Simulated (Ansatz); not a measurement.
The starting structures come from a database of crystals and need not be the phases stable at ambient conditions.

```
ZrO2
1.0
    5.07467     0.00000     0.00000
    0.00000     5.28340     0.00000
    0.00000     0.00000     5.10111
Zr O
4 8
Cartesian
  1.35220   0.15993   3.82104
  3.72247   5.12347   1.27048
  1.35220   2.48177   1.27048
  3.72247   2.80163   3.82104
  2.72358   1.21455   2.55484
  2.35109   4.06885   0.00428
  2.72358   1.42715   0.00428
  2.35109   3.85625   2.55484
  0.34183   1.92860   3.09183
  4.73284   3.35480   0.54128
  0.34183   0.71310   0.54128
  4.73284   4.57030   3.09183
```

Space group of this cell: Pca2_1. The cell is taken as given.

The current runs along the normal of the first two printed vectors. All runs by Ansatz (a program for electronic structure), plane waves and PAW, without spin-orbit coupling; the base is r2SCAN.

```csv
run,mean pressure (GPa),gap (eV),mid-gap κ (1/Å)
base,-0.1,4.40,0.419
all lengths scaled by 0.98,17.0,4.64,0.427
all lengths scaled by 1.02,-13.2,4.15,0.409
"lengths across the current scaled by 0.98, ions clamped",11.0,4.54,0.426
"lengths across the current scaled by 1.02, ions clamped",-9.3,…,…
"lengths along the current scaled by 0.97, ions clamped",7.7,…,…
"lengths along the current scaled by 1.03, ions clamped",-6.8,…,…
```

### Question
What belongs in the gaps?

### Answer

- lengths across the current scaled by 1.02, ions clamped, gap (eV): 4.23
- lengths across the current scaled by 1.02, ions clamped, mid-gap κ (1/Å): 0.410
- lengths along the current scaled by 0.97, ions clamped, gap (eV): 4.51
- lengths along the current scaled by 0.97, ions clamped, mid-gap κ (1/Å): 0.418
- lengths along the current scaled by 1.03, ions clamped, gap (eV): 4.23
- lengths along the current scaled by 1.03, ions clamped, mid-gap κ (1/Å): 0.416
